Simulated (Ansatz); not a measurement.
Start from Li in the bcc (W type) structure (space group Im-3m, No. 229; a = 3.434 Å; relaxed with 0.1 eV smearing).

The values are results of PBEsol (Ansatz, an electronic-structure program; PAW; 420 eV plane waves; scalar-relativistic without spin-orbit coupling), not measurements.

For the base:

The pressure comes out as 0.0 GPa.

It is then changed as follows: every lattice vector is shortened by 2.50 %, atoms relaxed at fixed cell.

Predict the new energy relative to the base.

The energy grows by 5.2 meV/atom.

Predict the new pressure.

The pressure goes from zero to 1.2 GPa.

The cells carry an imposed strain or load. Whether these cells are dynamically stable was not tested.
